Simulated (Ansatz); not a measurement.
PBE against r2SCAN: SnO2, pressure 18 GPa

The reference is SnO2 in the rutile structure (space group P4_2/mnm, No. 136; a = 4.8275 Å, c = 3.2382 Å).

(Cell as relaxed with PBE.)

Levels (all Ansatz, a first-principles code, PAW): PBE (420 eV, without spin-orbit coupling); r2SCAN (500 eV, no spin-orbit coupling).

Each level relaxes its own structure.

```
base                      PBE    r2SCAN
-------------------  --------  --------
volume per atom      12.58 Å³  12.09 Å³
lattice parameter a   4.828 Å   4.760 Å
```

It is then changed as follows: cell and atoms relaxed at a pressure of 18 GPa.

```json
[
 {"quantity": "volume per atom", "PBE": "11.55 Å³", "r2SCAN": "11.23 Å³"},
 {"quantity": "c/a ratio", "PBE": "0.684", "r2SCAN": "0.683"}
]
```

PBE's volume per atom lies 0.32 Å³ above r2SCAN's (2.8 %). Neither level is exact; r2SCAN is the comparison here, not a measurement.

Load acts through the strain it causes; cell and atoms are relaxed under it. No phonon test of stability was made. Competing high-pressure phases were not computed.
